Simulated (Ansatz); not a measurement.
Defect migration in zinc-blende AlP: Ge-vacancy pair (Ge on one host Al site, one Al site vacant), charge state -2. Method: PBE, PAW (plane waves to 420 eV; Ansatz, a first-principles code).

64-site cell at the relaxed PBE lattice, a 2×2×2 k-point mesh shifted by half a step, smearing 0.01 eV, spin-restricted, no finite-size correction. Energies are static. The charge state is imposed; whether it is stable for some Fermi level was not computed. Forms of the defect that were not tried may lie lower.

Barriers: single points on a 3×3×3 k-point mesh shifted by half a step at the bands' geometries.

The step: one Al atom jumps into the vacancy from a nearby Al site (Ge-vacancy distance between ideal sites 3.90 Å throughout). Atoms about the jump, Cartesian Å from the middle of the jump, before and after:

```tsv
atom	x0	y0	z0	x1	y1	z1
Al1	1.30	0.00	-1.30	-1.30	0.00	1.30
P2	-0.12	1.20	0.09	0.09	1.20	-0.12
P3	2.71	-1.46	-0.01	2.65	-1.36	-0.12
P4	-0.12	-1.36	2.65	-0.01	-1.46	2.71
P5	-0.03	-1.47	-2.74	0.08	-1.37	-2.65
P6	-2.65	-1.37	0.08	-2.74	-1.47	-0.03
Al7	1.30	-2.75	1.45	1.45	-2.75	1.30
Ge8	-1.47	-2.79	-1.34	-1.34	-2.79	-1.47
P9	-0.03	-4.19	-0.01	-0.01	-4.19	-0.03
```

### Question
Give the saddle-point geometry and the barrier.

### Answer

```
atom      x      y      z
----  -----  -----  -----
Al1    0.06  -0.68   0.03
P2     0.00   1.57  -0.05
P3     2.55  -1.45   0.03
P4     0.03  -1.44   2.54
P5    -0.06  -1.44  -2.56
P6    -2.55  -1.44  -0.06
Al7    1.46  -2.96   1.46
Ge8   -1.50  -2.96  -1.50
P9    -0.04  -4.25  -0.04
```
It lies 1.62 eV above the start and 1.62 eV above the end. The saddle point's order was not checked.
